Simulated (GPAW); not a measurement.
GPAW run on Cs (Im-3m, 1 atom in the cell): self-consistent single point.

Computed with PBEsol, GPAW PAW datasets PBEsol (made by gpaw-setup) (plane waves; GPAW 25.7.0).

```
Cs
1.0
   -3.03475     3.03475     3.03475
    3.03475    -3.03475     3.03475
    3.03475     3.03475    -3.03475
Cs
1
Direct
  0.00000   0.00000   0.00000
```

Reference input (self-consistent single point, DFT PBEsol, plane waves, GPAW PAW datasets PBEsol (made by gpaw-setup)): mode = pw; ecut = 550 eV; xc = PBEsol; kpts = 5 5 5; mesh shift (steps) = 0 0 0; occupations.name = methfessel-paxton; occupations.width = 0.1 eV; occupations.order = 0; nbands = -9; symmetry.symmorphic = false; symmetry.tolerance = 0.0005; maxiter = 120. This run's input differs from it in these lines:

```diff
@@ -13,4 +13,4 @@
             xc='PBEsol',
-            kpts=(5, 5, 5),
-            occupations={'name': 'methfessel-paxton', 'width': 0.1, 'order': 0},
+            kpts=(15, 15, 15),
+            occupations={'name': 'methfessel-paxton', 'width': 0.05, 'order': 0},
             nbands=-9,
```

Log, with long lists cut:

```
     iter     time        total  log10-change:
                         energy   eigst   dens
iter:   1 --:--:--    -1.290127
iter:   2 --:--:--    -1.242956   -2.29  -1.01
iter:   3 --:--:--    -0.919516   -1.70  -1.05
iter:   4 --:--:--    -0.921588   -3.37  -1.67
iter:   5 --:--:--    -0.945490   -2.78  -1.68
iter:   6 --:--:--    -0.913434   -2.81  -1.57
iter:   7 --:--:--    -0.913280   -4.19  -2.40
iter:   8 --:--:--    -0.913355c  -5.39  -2.55
iter:   9 --:--:--    -0.913188c  -4.34  -2.53
iter:  10 --:--:--    -0.913179c  -6.16  -3.16
iter:  11 --:--:--    -0.913178c  -7.34  -3.68
iter:  12 --:--:--    -0.913179c  -7.25  -3.85
iter:  13 --:--:--    -0.913179c  -8.12c -4.21c
Converged after 13 iterations.

Dipole moment: (0.000000, 0.000000, 0.000000) |e|*Ang

Energy contributions relative to reference atoms: (reference = -211715.069452)

Kinetic:         +0.530032
Potential:       -0.320655
External:        +0.000000
XC:              -1.104556
Entropy (-ST):   -0.001688
Local:           -0.017156
SIC:             +0.000000
--------------------------
Free energy:     -0.914022
Extrapolated:    -0.913179

Showing only first 2 kpts
 Kpt  Band  Eigenvalues  Occupancy
  0     2     -8.55646    2.00000
  0     3     -8.55646    2.00000
  0     4      0.28911    2.00000
  0     5      4.51681    0.00000

  1     2     -8.55866    2.00000
  1     3     -8.55648    2.00000
  1     4      0.34000    2.00000
  1     5      4.45921    0.00000

Fermi level: 2.01695

No gap
No difference between direct/indirect transitions
Energy (eV): -0.913179

Forces in eV/Ang:
  0 Cs   -0.00000   -0.00000   -0.00000

Stress tensor:
     0.000384    -0.000000     0.000000
    -0.000000     0.000384     0.000000
     0.000000     0.000000     0.000384
Stress (GPa, Voigt): [ 0.0616  0.0616  0.0616  0.      0.     -0.    ]
```

The run converged in 13 iterations. GPAW prints stress with tension positive. Against the reference run the free energy goes up by 9.4 meV/atom and the pressure hardly changes (-0.07 to -0.06 GPa).

The starting cell has typed, rounded lattice constants, without a prior relaxation at this level. Its lattice was rescaled by up to half a per cent.

Cost on one core of a shared machine: roughly 70 s.
